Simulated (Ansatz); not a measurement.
The cell is made up: elements placed on another compound's structure type, so the phase may be hypothetical.

By PBEsol, the system below comes out a metal.

The ballistic (Sharvin) conductance counts the channels at the Fermi level: G/A = (e²/h) × channels of both spins per area.

Here is the system:

```xyz
5
Lattice="4.1268 0.0000 0.0000 0.0000 4.1268 0.0000 0.0000 0.0000 4.1268" Properties=species:S:1:pos:R:3 pbc="T T T"
In     0.0000     0.0000     0.0000
Ir     0.0000     2.0634     2.0634
Ir     2.0634     0.0000     2.0634
Ir     2.0634     2.0634     0.0000
N      2.0634     2.0634     2.0634
```

Space group of this cell: Pm-3m, anti-perovskite. The cell was relaxed by PBE-D3(BJ); by PBEsol its mean pressure is -2.8 GPa.

The current flows along the normal of the first two printed cell vectors. No spin-orbit coupling; the value is a mean over 0.1 eV about the Fermi level.

Q: Predict the ballistic conductance per area from PBEsol (Ansatz, a program for electronic structure).

A: 0.87 × 10¹⁵ S/m² for both spins.
